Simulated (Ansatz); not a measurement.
**Response to strain in MgO**

The parent structure is MgO in the rock salt structure (space group Fm-3m, No. 225; a = 4.2076 Å). Axes: x, y, z lie along the cube axes.

Strains are applied to the cell and any free atomic positions relax; under biaxial strain the out-of-plane vector relaxes too.

Level of theory: r2SCAN/PAW in Ansatz (a first-principles code), without spin-orbit coupling, earlier PAW set.

Candidates:
(a) biaxial strain −3.04 %, plane normal [111], relaxed out of plane
(b) tensor shear ε_xz = −0.69 %
(c) uniaxial strain ε_xx = +4.97 %

Before the change:

```
Property    Value
--------  -------
Band gap  5.68 eV
```

**Question.** Order them by band gap, lowest first.

**Answer.** (c) uniaxial strain ε_xx = +4.97 % (5.12 eV), (b) tensor shear ε_xz = −0.69 % (5.62 eV), (a) biaxial strain −3.04 %, plane normal [111], relaxed out of plane (6.07 eV)

No phonon test of stability was made.
